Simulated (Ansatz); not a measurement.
The reference is Al in the fcc (Cu type) structure (space group Fm-3m, No. 225).

```yaml
crystal:
  lattice:
    - [0.00000, 1.99536, 1.99536]
    - [1.99536, 0.00000, 1.99536]
    - [1.99536, 1.99536, 0.00000]
  atoms:
    - { symbol: Al, position: [0.00000, 0.00000, 0.00000] }
```

Method: Ansatz (a quantum-chemistry and plane-wave program) r2SCAN, no spin-orbit coupling, earlier PAW set.

For the base:

| Quantity | Result |
|---|---|
| Lattice parameter a | 3.991 Å |

Now apply this change: cell and atoms relaxed at a pressure of 9 GPa.

Task: How does this affect the lattice parameter a?

Result: The lattice parameter a drops by 0.106 Å to 3.885 Å.

Load acts through the strain it causes; cell and atoms are relaxed under it. Stability against distortions was not tested. No other phases were tried under pressure.
